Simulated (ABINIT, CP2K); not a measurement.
An ABINIT input for a self-consistent single point of ZnS (P6_3mc, 8 atoms in the cell) (DFT, PBE, plane waves, PAW (JTH v2.0 PBE PAW)):

```
# ZnS, JTH v2.0 PBE PAW
pp_dirpath "./"
pseudos "Zn.GGA_PBE-JTH.xml, S.GGA_PBE-JTH.xml"
acell 7.1964317506 7.1964317506 23.5272962317
rprim
         1.0000000000    0.0000000194    0.0000000000
        -0.5000000168    0.8660253941    0.0000000000
         0.0000000000    0.0000000000    1.0000000000
natom 8
ntypat 2
znucl 30 16
typat 1 1 1 1 2 2 2 2
xcart
         1.9040938198    1.0993291286    9.3367102424
        -0.0000000426    2.1986581835    3.1116557424
         0.0000000000    0.0000000000    6.2250545000
         0.0000000000    0.0000000000    0.0000000000
         1.9040938198    1.0993291286   11.6748407126
        -0.0000000426    2.1986581835    5.4497862126
         0.0000000000    0.0000000000    8.5574579201
         0.0000000000    0.0000000000    2.3324034201
      Angstrom
ecut 816 eV
pawecutdg 1633 eV
pawxcdev 0
occopt 1
nband 38
kptopt 1
ngkpt 7 7 2
nshiftk 1
shiftk 0 0 0
nstep 100
toldfe 1.0e-09
diemac 12
prtwf 0
prtden 0
enunit 2
```

**Question.** Translate this input to CP2K.

**Answer.** One input that does it (others would too):

```
&GLOBAL
  PROJECT calc
  RUN_TYPE ENERGY_FORCE
  PRINT_LEVEL LOW
&END GLOBAL
&FORCE_EVAL
  METHOD Quickstep
  STRESS_TENSOR ANALYTICAL
  &DFT
    BASIS_SET_FILE_NAME BASIS_MOLOPT
    POTENTIAL_FILE_NAME GTH_POTENTIALS
    &QS
      METHOD GPW
      EPS_DEFAULT 1E-11
    &END QS
    &MGRID
      CUTOFF 600
      REL_CUTOFF 50
      NGRIDS 5
    &END MGRID
    &SCF
      SCF_GUESS ATOMIC
      EPS_SCF 1E-6
      MAX_SCF 100
      ADDED_MOS 12
      &DIAGONALIZATION
        ALGORITHM STANDARD
      &END DIAGONALIZATION
      &MIXING
        METHOD BROYDEN_MIXING
        ALPHA 0.4
        NBUFFER 10
        BETA 1.5
      &END MIXING
    &END SCF
    &KPOINTS
      SCHEME MONKHORST-PACK 7 7 2
      GAMMA_CENTERED T
    &END KPOINTS
    &XC
      &XC_FUNCTIONAL PBE
      &END XC_FUNCTIONAL
    &END XC
    &PRINT
      &MO
        EIGENVALUES T
        OCCUPATION_NUMBERS T
        NDIGITS 8
        FILENAME mo
        &EACH
          QS_SCF 0
        &END EACH
        ADD_LAST NUMERIC
      &END MO
      &MULLIKEN OFF
      &END MULLIKEN
    &END PRINT
  &END DFT
  &SUBSYS
    &CELL
      A 3.80818800 0.00000000 0.00000000
      B -1.90409400 3.29798700 0.00000000
      C 0.00000000 0.00000000 12.45010900
      PERIODIC XYZ
    &END CELL
    &COORD
      SCALED
      Zn       0.66666700     0.33333300     0.74993000
      Zn       0.33333300     0.66666700     0.24993000
      Zn       0.00000000     0.00000000     0.50000000
      Zn       0.00000000     0.00000000     0.00000000
      S        0.66666700     0.33333300     0.93773000
      S        0.33333300     0.66666700     0.43773000
      S        0.00000000     0.00000000     0.68734000
      S        0.00000000     0.00000000     0.18734000
    &END COORD
    &KIND Zn
      BASIS_SET DZVP-MOLOPT-SR-GTH-q12
      POTENTIAL GTH-PBE-q12
    &END KIND
    &KIND S
      BASIS_SET DZVP-MOLOPT-SR-GTH-q6
      POTENTIAL GTH-PBE-q6
    &END KIND
  &END SUBSYS
  &PRINT
    &FORCES ON
    &END FORCES
    &STRESS_TENSOR ON
    &END STRESS_TENSOR
  &END PRINT
&END FORCE_EVAL
```

Basis, cutoffs, solver keys and any potentials are the target program's own. This input uses DFT PBE, GPW, DZVP-MOLOPT-SR-GTH basis, GTH-PBE potentials (GTH_POTENTIALS). Both were run: pressure 2.21 GPa in ABINIT and 2.69 in CP2K; largest force 0.013 eV/Å in ABINIT and 0.015 in CP2K; gap on the mesh 2.178 eV in ABINIT and 2.171 in CP2K.

On ABINIT: the starting cell comes from a database of computed structures (which also holds hypothetical and non-ambient phases and stackings), without a prior relaxation at this level. Its lattice was rescaled by a random factor within 2.5 % of one.

On CP2K: the starting cell comes from a database of computed structures (which also holds hypothetical and non-ambient phases and stackings), without a prior relaxation at this level. Its lattice was rescaled by a random factor within 2.5 % of one. Values carry the incompleteness of an atom-centred basis.
